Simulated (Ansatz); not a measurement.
**Effect of Sb → Ga on InSb**

Start from InSb in the zinc blende structure (space group F-43m, No. 216; a = 6.556 Å).

Perturbation: full substitution Sb → Ga; the structure is relaxed again.

Level of theory: r2SCAN (Ansatz, an electronic-structure program), no spin-orbit coupling. k-mesh 13×13×13 (Γ-centred); smearing 0.05 eV (Fermi–Dirac), for the changed cell.

The volume per atom shrinks by 5.33 Å³ (35.22 Å³ → 29.89 Å³) and the density decreases by 0.45 g/cm³ (5.58 g/cm³ → 5.13 g/cm³). The lattice parameter a drops by 0.349 Å (6.556 Å → 6.207 Å) and the shortest interatomic distance falls by 0.151 Å to 2.688 Å. The band gap is still zero.

Final structure:

```
InGa
1.0
    0.00000     3.10341     3.10341
    3.10341     0.00000     3.10341
    3.10341     3.10341     0.00000
Ga In
1 1
Direct
  0.75000   0.75000   0.75000
  0.00000   0.00000   0.00000
```

With Sb present, leaving out spin-orbit coupling can change the band edges. Whether these cells are dynamically stable was not tested. As relaxed here, InGa is a hypothetical phase, not in the database extracts checked. The final runs are not spin-polarised. Gaps under 0.05 eV, about the width of the smearing, are given as zero. The zero or small gap of InSb can change with the level of theory.
